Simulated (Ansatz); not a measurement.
We consider cubic perovskite CsPbBr3 (cubic high-temperature phase), described by LDA in Ansatz (plane waves, PAW).

Settings: plane-wave cutoff 500 eV, 8×8×8 k mesh, gaussian smearing 0.02 eV, scalar-relativistic PAW data made under PBE.

Computed at the level's own relaxed cell.

Problem. Predict the equilibrium volume per atom, lattice parameter a and band gap.

Solution. 
equilibrium volume per atom: 38.39 Å³/atom
lattice parameter a: 5.769 Å
band gap: 1.16 eV (on the SCF k mesh)

Note: the relaxation could not lower the start's symmetry, so the cell can be a saddle point above a distorted one.

Spin–orbit coupling is not included; with these elements it can move the gap by several tenths of an eV or more.

Computed values are for the static lattice.

Ansatz is a quantum-chemistry and plane-wave program.
